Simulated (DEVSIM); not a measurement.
Structure: Si p+/n-/n+ power diode, at 300 K.

```csv
layer (left to right),material,thickness (μm),Nd (cm⁻³),Na (cm⁻³),τn (s),τp (s)
1,Si,2.20,-,1.1e18,0.00045,0.00045
2,Si,9.20,6.3e15,-,0.00045,0.00045
3,Si,9.50,3.8e18,-,0.00045,0.00045
```

Left contact: ohmic. Right contact: ohmic. Voltage is applied to the left contact. Recombination: SRH at mid-gap, radiative. Mobility is μmin + (μ − μmin)/(1 + (N/Nref)^α).

Constants are typed, rounded textbook-type inputs, not results; the design itself was drawn at random and stands for no fabricated device. Values at 300 K.

```csv
parameter,Si
gap (eV),1.124
affinity (eV),4.05
permittivity,11.7
Nc (cm⁻³),2.86e19
Nv (cm⁻³),3.1e19
μn (cm²/Vs),1417
μp (cm²/Vs),470
"μn,min",52
"μp,min",45
"Nref,n",9.7e16
"Nref,p",2.2e17
αn,0.68
αp,0.72
B (cm³/s),4.7e-15
```

Model (solved in DEVSIM): 1D drift-diffusion, Boltzmann statistics, complete ionisation; no tunnelling, impact ionisation, image-force lowering or self-heating.

Problem. Tabulate band edges, carrier densities and field at zero bias.

Solution. Energies count from the Fermi level of the right contact; mesh points crowd at the junctions.

```
x (μm)   Ec (eV)  Ev (eV)  n (cm⁻³)  p (cm⁻³)  field (V/cm)
-------  -------  -------  --------  --------  ------------
0.000      1.038   -0.086       110    1.1e18           ≈ 0
0.06008    1.038   -0.086       110    1.1e18           ≈ 0
0.2671     1.038   -0.086       110    1.1e18           ≈ 0
0.9806     1.038   -0.086       110    1.1e18           ≈ 0
1.987      1.038   -0.086       110    1.1e18           ≈ 0
2.156      1.038   -0.086       110    1.1e18           ≈ 0
2.205      0.976   -0.148      1200    1.0e17        -47000
2.332      0.571   -0.553     7.3e9    1.6e10        -25000
2.726      0.219   -0.905    6.0e15     19000          -250
4.113      0.218   -0.906    6.3e15     18000           ≈ 0
8.216      0.218   -0.906    6.3e15     18000           ≈ 0
10.84      0.218   -0.906    6.3e15     18000           ≈ 0
11.26      0.214   -0.910    7.3e15     16000          -790
11.38      0.163   -0.961    5.3e16      2200        -16000
11.44      0.052   -1.072    3.8e18     < 1e2           ≈ 0
11.60      0.052   -1.072    3.8e18     < 1e2           ≈ 0
12.17      0.052   -1.072    3.8e18     < 1e2           ≈ 0
14.17      0.052   -1.072    3.8e18     < 1e2           ≈ 0
19.39      0.052   -1.072    3.8e18     < 1e2           ≈ 0
20.49      0.052   -1.072    3.8e18     < 1e2           ≈ 0
20.80      0.052   -1.072    3.8e18     < 1e2           ≈ 0
20.90      0.052   -1.072    3.8e18     < 1e2           ≈ 0
```
